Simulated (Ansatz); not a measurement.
Seebeck coefficient (μV/K, mean over directions) of n-type InP (F-43m) against carrier density, HSE06, rigid bands run with Ansatz (a program for electronic structure). Computed gap 1.44 eV; densities at which minority carriers matter at this gap, or further valleys turn the trend, are left out. Conductivity mass 0.095 mₑ (harmonic mean over directions), N_c = 6.9e17 cm⁻³ at 300 K.

```json
[
 {"electron density": "1e16 cm⁻³", "300 K": "-577", "500 K": "-647"},
 {"electron density": "1e17 cm⁻³", "300 K": "-380", "500 K": "[?]"},
 {"electron density": "1e18 cm⁻³", "300 K": "[?]", "500 K": "-256"},
 {"electron density": "3e18 cm⁻³", "300 K": "-118", "500 K": "-172"},
 {"electron density": "1e19 cm⁻³", "300 K": "-61", "500 K": "-98"},
 {"electron density": "3e19 cm⁻³", "300 K": "-33", "500 K": "-55"},
 {"electron density": "1e20 cm⁻³", "300 K": "-18", "500 K": "-32"}
]
```

Q: Complete the blanks.

A: 
- 1e17 cm⁻³, 500 K: -449
- 1e18 cm⁻³, 300 K: -192

Rigid bands with a gap fixed in temperature, one relaxation time for all states, no polarons or phonon drag, and whether or not such doping can be reached. Spin-orbit coupling is left out. Geometry: cell and atoms relaxed with PBEsol.
